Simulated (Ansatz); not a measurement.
Take GaN in the wurtzite structure (space group P6_3mc, No. 186; a = 3.183 Å, c = 5.184 Å) as the base. Axes: x lies along a and z along c of the hexagonal cell.

Now apply this change: the cell is stretched by 0.16 % along y with no lateral relaxation; the atoms relax in the strained cell.

Levels (all Ansatz, a program for electronic structure, PAW, earlier PAW set): r2SCAN (500 eV, no SOC); HSE06 (420 eV, without spin-orbit coupling).

The geometry is relaxed with r2SCAN.

| Property | Value |
|---|---|
| r2SCAN lowest conduction level above the VBM at special points | Γ 2.34 eV; Z 4.76 eV; R 4.89 eV |

With HSE06 at the same geometry, the lowest conduction level above the VBM at special points goes from Γ 2.34 eV; Z 4.76 eV; R 4.89 eV to Γ 3.18 eV; Z 5.66 eV; R 5.68 eV.

Single points use the geometry relaxed with r2SCAN. The levels and masses belong to the bands next to the band gap. Stability against distortions was not tested. k-point labels follow each cell's own Brillouin zone.
